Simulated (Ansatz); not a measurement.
## BAs: carrier doping

The reference is BAs in the zinc blende structure (space group F-43m, No. 216; a = 4.8094 Å).

Carriers are added at fixed cell with a uniform background; the Fermi–Dirac width is that of 300 K.

Method: PBE in Ansatz (plane waves to 420 eV, PAW, spin-orbit coupling left out), earlier PAW set.

Notes on the quantities. Fermi level from band edge: Fermi level relative to the doped band's edge (positive inside the band; to 0.05 eV).

| case | Fermi level from band edge | gap between the host's bands |
|---|---|---|
| undoped | – | 1.21 eV |
| electrons 1.0×10^21 cm⁻³ | +0.25 eV | 1.20 eV |
| electrons 2.0×10^21 cm⁻³ | +0.40 eV | 1.18 eV |
| electrons 3.0×10^21 cm⁻³ | +0.50 eV | 1.17 eV |
| electrons 5.0×10^21 cm⁻³ | +0.65 eV | 1.15 eV |
| holes 1.0×10^21 cm⁻³ | +0.30 eV | 1.22 eV |
| holes 2.0×10^21 cm⁻³ | +0.50 eV | 1.24 eV |
| holes 3.0×10^21 cm⁻³ | +0.65 eV | 1.26 eV |
| holes 5.0×10^21 cm⁻³ | +0.85 eV | 1.29 eV |

Carriers are added with a uniform compensating background; total energy and stress of such cells depend on the potential's zero and are not compared; many-body gap narrowing is missing at this level. Stability against distortions was not tested.

Ansatz is a program for electronic structure.
